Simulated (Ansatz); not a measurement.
# GaN: band gap against strain

GaN (zinc blende, F-43m, 11.376 Å³/atom at rest) under an equal strain ε in the (001) plane with the normal axis free, as in a coherent film. PBEsol in Ansatz, a plane-wave DFT program (PAW, default set), 420 eV, 13×13×13 Γ-centred mesh, Fermi-Dirac smearing 0.05 eV; ions are relaxed within the symmetry of each cell. Gaps are the smallest over the k-mesh and a band path, without spin-orbit coupling; in all rows the valence edge lies at Γ and the conduction edge at Γ.

Here s stands for strain and Eg for gap.

| strain (%) | gap (eV) |
|---|---|
| 0.00 | 1.702 |
| 0.50 | 1.642 |
| 1.00 | 1.583 |
| 1.50 | 1.524 |
| 3.00 | ? |

Task: Fit Eg against s with a straight line, and predict the withheld value at s = 3.00.

Result: Means: s 0.75000, Eg 1.6127. About the means, the sum of products is -0.14825 and the sum of squares of s is 1.2500; the slope is their ratio. Least squares gives Eg = 1.7017 - 0.11860·s. Residuals (row less fit): 0.0003, -0.0004, -0.0001, 0.0002; standard error 0.0004 (degrees of freedom: 2). Over these rows the gap moves by -12 ± 0.03 eV per unit strain. At the withheld row, Eg = 1.7017 - 0.11860 × 3.0 = 1.3459 eV. The calculation gives 1.360 eV, 0.0141 eV above the prediction (4.1 % of the range of Eg in the table). The row lies outside the fitted rows, so this is an extrapolation. The fitted rows scatter only by rounding.

One order more, fitted to all 7 runs of the series, follows each within 0.001, so the miss is the next term of a smooth law. GaN is here a metastable form; wurtzite is the usual one. Rows are the converged runs of the series near zero and its far end; series whose fitted rows scatter by over a few per cent of the range, as at a crossing or softening among them, aren't shown in this form. Most that stay on the fit to the last digits aren't either.
